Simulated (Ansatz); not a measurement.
Results of PBE (Ansatz, a quantum-chemistry and plane-wave program, PAW) for BeS (model structure, started from the CdTe type, P6₄22, No. 181, 6 atoms in the cell).

Settings: plane-wave cutoff 520 eV, 12×12×4 k mesh (along the axes of the cell as run), Fermi–Dirac smearing 0.01 eV, scalar-relativistic PAW data made under PBE.

Cell (relaxed at this level):

```yaml
crystal:
  lattice:
    - [3.45201, 0.00000, 0.00000]
    - [-1.72601, 2.98953, 0.00000]
    - [0.00000, 0.00000, 7.81159]
  atoms:
    - { symbol: Be, position: [0.00000, 0.50000, 0.66667] }
    - { symbol: Be, position: [0.50000, 0.50000, 0.00000] }
    - { symbol: Be, position: [0.50000, 0.00000, 0.33333] }
    - { symbol: S, position: [0.00000, 0.50000, 0.16667] }
    - { symbol: S, position: [0.50000, 0.50000, 0.50000] }
    - { symbol: S, position: [0.50000, 0.00000, 0.83333] }
```

Q: Give the computed band gap, Γ–Γ gap and bulk modulus B0.

A: 
- band gap = 2.67 eV (on the SCF k mesh)
- Γ–Γ gap = 4.02 eV
- bulk modulus B0 = 99.8 GPa

Note: the bulk modulus is −V dP/dV from two relaxed cells at ±2 % in volume; the relaxation could raise the start's symmetry but not lower it, so the cell can be a saddle point.

Computed values are for the static lattice.

A model structure was made by putting elements into a prototype or built by hand; it is no filed structure, need not be a known phase, and can be a saddle point held by its symmetry.
